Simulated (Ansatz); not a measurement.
**zincblende InP (F-43m): a fit under uniaxial stress along [110] (tension)**

Cell and atoms relaxed with PBEsol to each stress σ (compression positive); gaps by r2SCAN with spin-orbit coupling, rigid bands (plane waves, PAW; Ansatz, a first-principles code). Unloaded cell: a = b = c = 4.1564 Å, α = β = γ = 60.00°.

```json
[
 {"σ (GPa)": "0", "strain along [110] (%)": "0", "gap (eV)": "1.089"},
 {"σ (GPa)": "-3.00", "strain along [110] (%)": "3.68", "gap (eV)": "0.881"},
 {"σ (GPa)": "-5.00", "strain along [110] (%)": "6.54", "gap (eV)": "0.727"},
 {"σ (GPa)": "-7.00", "strain along [110] (%)": "9.96", "gap (eV)": "0.592"}
]
```

Q: Fit E_g = 1.089 eV + aσ + bσ² and ε = cσ + dσ² to the loaded rows by least squares.

A: a = 0.0708 eV/GPa, b = -6.92e-05 eV/GPa²; c = -1.06 %/GPa, d = 0.0517 %/GPa².

Q: One run was withheld, at σ = -1.00 GPa. Predict its gap and its strain along [110], then set them beside the run.

A: E_g = 1.089 + (0.0708)(-1.00) + (-6.92e-05)(-1.00)² = 1.018 eV and ε = (-1.06)(-1.00) + (0.0517)(-1.00)² = 1.11 %. The run gave 1.027 eV and 1.16 %, misses of 0.009 eV and 0.05 percentage points.

Gaps are resolved to about 0.01 eV; third decimals are kept for the arithmetic. Every relaxation keeps the zincblende phase (space group Imm2 under this load), so a transition, a distortion that breaks the symmetry or fracture can't show.
